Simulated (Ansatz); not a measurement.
Input and output of a relaxation of cell and atoms for SrTl (P1, 2 atoms in the cell) (Ansatz, an electronic-structure program).

Computed with PBEsol-D3BJ, default PAW files made with PBE (plane waves; Ansatz).

```xyz
2
Lattice="4.0380 0.0000 0.0000 0.0000 4.0380 0.0000 0.0000 0.0000 4.0380" Properties=species:S:1:pos:R:3 pbc="T T T"
Sr     0.0050    -0.0537    -0.0221
Tl     2.0140     2.0727     2.0411
```

Reference input (self-consistent single point, DFT, PBEsol, plane waves, default PAW files made with PBE): basis.ecutwfc = 30.9 Ry; kpoints.mp_grid.grid = 6 6 6; hamiltonian.xc = pbesol; hamiltonian.pseudopotentials = {kind: paw} (the program's default PAW files); scf.occupations.method = fermi_dirac; scf.occupations.width = 0.0037 Ry. This run's input differs from it in these lines:

```diff
@@ -15,2 +15,3 @@
   xc: pbesol
+  dispersion: d3bj
   pseudopotentials: { kind: paw }
@@ -18,2 +19,4 @@
   occupations: { method: fermi_dirac, width: 0.0037 Ry }
+relax:
+  cell: {}
 output:
```

Output, abridged:

```
   [... SCF lines of the steps left out ...]
relax step   1: F+E_penalty+E_count = -14789.54564883 eV  Δ(F+E_penalty+E_count) = +0.000e0 eV  max|allowed force component| = 1.994e-1 eV/Å  Δτ_max = 0.0000 Å  P = -2.010 GPa  Ω = 65.841 Å³  (6 SCF iters, dr2 threshold 1.00e-7 eV, accepted)
relax step   2: F+E_penalty+E_count = -14789.58660041 eV  Δ(F+E_penalty+E_count) = -4.095e-2 eV  max|allowed force component| = 4.254e-2 eV/Å  Δτ_max = 0.0477 Å  P = -0.584 GPa  Ω = 62.546 Å³  energy of the carried Pulay correction = +4.350e-4 eV  [...]
relax step   3: F+E_penalty+E_count = -14789.58914529 eV  Δ(F+E_penalty+E_count) = -2.545e-3 eV  max|allowed force component| = 8.053e-3 eV/Å  Δτ_max = 0.0123 Å  P = +0.123 GPa  Ω = 61.274 Å³  energy of the carried Pulay correction = +6.133e-4 eV  [...]
relax step   4: F+E_penalty+E_count = -14789.58921383 eV  Δ(F+E_penalty+E_count) = -6.853e-5 eV  max|allowed force component| = 1.267e-4 eV/Å  Δτ_max = 0.0018 Å  P = +0.002 GPa  Ω = 61.479 Å³  energy of the carried Pulay correction = +5.842e-4 eV  [...]
relax step   5: F+E_penalty+E_count = -14789.58865581 eV  Δ(F+E_penalty+E_count) = +5.580e-4 eV  max|allowed force component| = 1.250e-4 eV/Å  Δτ_max = 0.0000 Å  P = -0.001 GPa  Ω = 61.479 Å³  stress off target by 4.86e-3 GPa  SCF on the basis [...]
basis re-selected at this cell: Δ(F+E_penalty+E_count) = +5.580e-4 eV, ΔP = -0.004 GPa vs the last step
Stability not checked: this state was not tested for a lower state beside it, because too few of the mixer's solves of this state at the end of the SCF gave a …
Free energy (F): -14789.588656 eV
Internal energy: -14789.579083 eV  (E = F + TS)
E sigma→0 (E₀):  -14789.583869 eV
Entropy (-TS):   -0.009573 eV (-4.787 meV/atom)
Fermi energy:    9.798520 eV
--- Forces (eV/Å), atoms counted from 1 ---
  atom   1  Sr    -0.00001323    -0.00012513     0.00004128
   [... lines left out ...]
  cell:  # Å, volume = 61.4792 Å³
   [... lines left out ...]
    - [3.9457208992242156, 3.9920617848590036e-5, 1.7721155508785647e-5]
    - [3.9920617848590036e-5, 3.948468296442146, -0.00017446163740985048]
    - [1.7721155508785647e-5, -0.00017446163740985048, 3.9461484425582305]
  atoms:
    - { symbol: Sr, position: [7.181622947974442e-7, 6.767234122047526e-6, -2.2426062499869997e-6] }
    - { symbol: Tl, position: [0.4999992818377051, 0.4999932327658781, 0.5000022426062499] }
```

The run converged. 

Summary of the result:
* **Free energy E − TS (on the zero of these files)**: -14789.5887 eV
* **Fermi level (on the code's own zero)**: 9.80 eV
* **Pressure**: 0.00 GPa
* **Dispersion energy**: -0.765 eV
* **Final cell**: a = c = 3.946 Å, b = 3.948 Å, α = 90.01°, β = γ = 90.00°
* **Final volume per atom**: 30.74 Å³
* **Relaxation steps**: 5

The starting cell comes from a database of published, mostly measured structures (it also holds non-ambient and calculated ones), without a prior relaxation at this level. Its atoms were displaced at random from the sites of space group no. 221. Ansatz's pressure includes its estimate of the finite-basis (Pulay) stress.

Cost on one core of a shared machine: roughly 70 s.

Keys are those of Ansatz 0.2.
